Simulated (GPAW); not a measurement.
Band structure of Zr (P6_3/mmc, 2 atoms in the cell).

```xyz
2
Lattice="3.2091 0.0000 0.0000 -1.6046 2.7792 0.0000 0.0000 0.0000 5.1241" Properties=species:S:1:pos:R:3 pbc="T T T"
Zr     0.0000     1.8528     1.2810
Zr     1.6046     0.9264     3.8431
```

Method: PBE, GPAW PAW datasets PBE (gpaw-data 1.0.1) (plane waves; GPAW).

Settings: mode = pw; ecut = 600 eV; xc = PBE; kpts = 16 16 9; mesh shift (steps) = 0 0 0; occupations.name = methfessel-paxton; occupations.width = 0.136 eV; occupations.order = 0; nbands = -10; symmetry.symmorphic = false; symmetry.tolerance = 0.0005; maxiter = 120; bandpath_npoints = 40.

The starting cell comes from a database of computed structures (which also holds hypothetical and non-ambient phases and stackings), without a prior relaxation at this level. Its lattice was rescaled by a random factor within 2.5 % of one.

Levels in eV from the Fermi level, bands 9 to 16:
| point | 9 | 10 | 11 | 12 | 13 | 14 | 15 | 16 |
|---|---|---|---|---|---|---|---|---|
| Γ | -5.69 | -3.07 | 0.87 | 0.87 | 1.00 | 1.22 | 1.57 | 1.57 |
| M | -2.62 | -2.53 | -2.19 | -0.17 | 0.55 | 0.79 | 1.48 | 5.01 |
| K | -2.15 | -1.35 | -1.35 | -1.14 | 0.27 | 0.27 | 1.83 | 4.39 |
| A | -3.96 | -3.96 | 0.03 | 0.03 | 0.78 | 0.78 | 0.78 | 0.78 |
| L | -2.91 | -2.91 | -1.09 | -1.09 | 1.69 | 1.69 | 2.25 | 2.25 |
| H | -1.47 | -1.47 | -1.30 | -1.30 | -0.01 | -0.01 | 2.06 | 2.06 |

Bands cross the Fermi level along this path, so the cell is metallic at this level.
